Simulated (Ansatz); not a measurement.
Start from Cs2AgBiBr6 (space group Fm-3m, No. 225; a = 11.3439 Å).

Method: r2SCAN, PAW, 500 eV (Ansatz, a quantum-chemistry and plane-wave program; no spin-orbit coupling), earlier PAW set.

One change was made to it. Results:

```tsv
quantity	base	after
band gap	1.67 eV	zero
shortest interatomic distance	2.815 Å	2.279 Å
density	4.83 g/cm³	8.53 g/cm³
```

Q: Which of these changes matches the shifts?
(A) pressure 18 GPa
(B) pressure −1 GPa
(C) pressure 60 GPa
(D) pressure 1.8 GPa

A: C, pressure 60 GPa. For comparison, the band gap in the other runs: pressure 1.8 GPa gives 1.56 eV; pressure −1 GPa gives 1.76 eV; pressure 18 GPa gives 0.95 eV.

A case with no gap was solved on a k-mesh chosen for an insulator, which is coarse for it. Spin-orbit coupling, missing from the scalar runs, can matter with Bi. Load acts through the strain it causes; cell and atoms are relaxed under it. Whether these cells are dynamically stable was not tested. No other phases were tried under pressure. No Hubbard U is applied, and correlation can decide whether such a compound is a metal. The final runs are not spin-polarised. A zero or small gap of Cs2AgBiBr6 under pressure 60 GPa can be the functional's error rather than a property of the material.
